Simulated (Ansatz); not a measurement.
Cost and result by functional for the adsorption energy of Br on the (100) surface of germanium (p(2x2) alternately buckled dimers; a constructed slab, bottom: dihydride, held), one in a cell of 66 Å², started at the site 'hollow Ge-Ge-Ge-Ge over Ge at depth 3.2 Å', in Ansatz (plane waves, PAW). Single points on the PBE structure, on one kind of machine; costs are rough ratios of the slab run's core time (references not counted) to the cheapest single point. r2SCAN's cost holds its higher cutoff (500 against 420 eV). Differences are taken against r2SCAN for comparison alone: no measured value is at hand, so the table doesn't rank accuracy.

Slab: 41 atoms, 11.3 Å thick at the start with caps and adatoms under the adsorbate (thin: gaps and levels are the slab's own); k 3x3x1, smearing 0.01 eV, dipole-corrected; 24 atoms held, the rest relaxed; no symmetry held; spin-polarised, no spin-orbit, no U, no dispersion correction. The slab shows no gap over 0.04 eV on its mesh. The starting moment vanished. At the end it is bonded to Ge. In PBE it is, or lies within 0.03 eV of, the lowest of the starts that converged. These notes are the PBE run's. RPBE: The program's check for a lower electronic state was not made. r2SCAN: The program's check for a lower electronic state was not made. Adsorption energies are against ½ Br2(g). A negative adsorption energy means that the adsorbate is more stable on the surface than in its reference.

| functional | relative cost | adsorption energy (eV) | less r2SCAN (eV) |
|---|---|---|---|
| RPBE | 1 | -1.47 | 0.10 |
| r2SCAN | 3 | -1.57 | 0.00 |
| PBE (the relaxed run's value) | – | -1.53 | 0.04 |

The values span 0.10 eV, while the single points' costs differ by a factor of roughly 3. Differences are of unrounded values.

Ansatz is a quantum-chemistry and plane-wave program.
